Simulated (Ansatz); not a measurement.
How the smallest direct gap on the k points sampled of (NH4)2SiF6 (model structure, started from the SnH8(NCl3)2 type, Fm-3m, No. 225, 17 atoms in the cell) moves with the method

No measured value is used here.

| level (code) | value (eV) |
|---|---|
| LDA (Ansatz) | 6.42 |
| PBEsol (Ansatz) | 6.57 |
| r²SCAN (Ansatz) | ___ |
| HSE06 (Ansatz) | 8.89 |

Complete the blanks.


- r²SCAN (Ansatz, a program for electronic structure), value (eV): 7.42

Computed values are for a static lattice.  Values are at the PBE-D3(BJ) cell. Cutoffs and k meshes differ between the levels. Ansatz's density-functional and Hartree–Fock values are scalar-relativistic unless marked +SOC, with PAW data made under PBE.

A model structure was made by putting elements into a prototype or built by hand; it is no filed structure, need not be a known phase, and can be a saddle point held by its symmetry.
